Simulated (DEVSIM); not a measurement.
Schottky contact on n-type GaAs

Structure: Schottky contact on n-type GaAs, at 300 K.

```csv
layer (left to right),material,thickness (μm),Nd (cm⁻³),τn (s),τp (s)
1,GaAs,11.0,9.2e16,2.7e-8,2.7e-8
```

Left contact: Schottky, work function 4.9 eV, emission velocity 1.5e6 cm/s. Right contact: ohmic. Voltage is applied to the left contact. Recombination: SRH at mid-gap, radiative, Auger. Mobility is constant in doping.

This is a model device: material constants are rounded textbook-type values typed into the input, and sizes, dopings and lifetimes were drawn at random. Values at 300 K.

```csv
parameter,GaAs
gap (eV),1.424
affinity (eV),4.07
permittivity,12.9
Nc (cm⁻³),4.7e17
Nv (cm⁻³),9e18
μn (cm²/Vs),8500
μp (cm²/Vs),400
B (cm³/s),2e-10
Cn (cm⁶/s),1e-30
Cp (cm⁶/s),1e-30
```

Model (solved in DEVSIM): 1D drift-diffusion, Boltzmann statistics, complete ionisation; no tunnelling, impact ionisation, image-force lowering or self-heating. Metal contacts follow the ideal Schottky-Mott rule: no Fermi-level pinning, no interface dipoles.

| Item | Result |
|---|---|
| Potential step across the device at zero bias | 0.788 V |
| Largest field in the device at zero bias | 140000 V/cm |
| Dark forward voltage at 1 A/cm² | 0.529 V |
| Dark forward voltage at 100 A/cm² | 0.649 V |

Dark forward current:

(V (V), J (A/cm²)): (0.05, 7.6e-9); (0.10, 6.0e-8); (0.15, 4.2e-7); (0.20, 2.9e-6); (0.25, 2.0e-5); (0.30, 0.00014); (0.35, 0.00097); (0.40, 0.0067); (0.45, 0.047); (0.50, 0.32); (0.55, 2.2); (0.60, 15); (0.65, 100); (0.70, 600); (0.75, 2300)

Small-signal capacitance in reverse bias (quasi-static):

| V (V) | C (nF/cm²) |
|---|---|
| -0.4 | 85.1 |
| -1 | 69.1 |
| -2 | 55.2 |
| -3 | 47.3 |
| -4 | 42.0 |
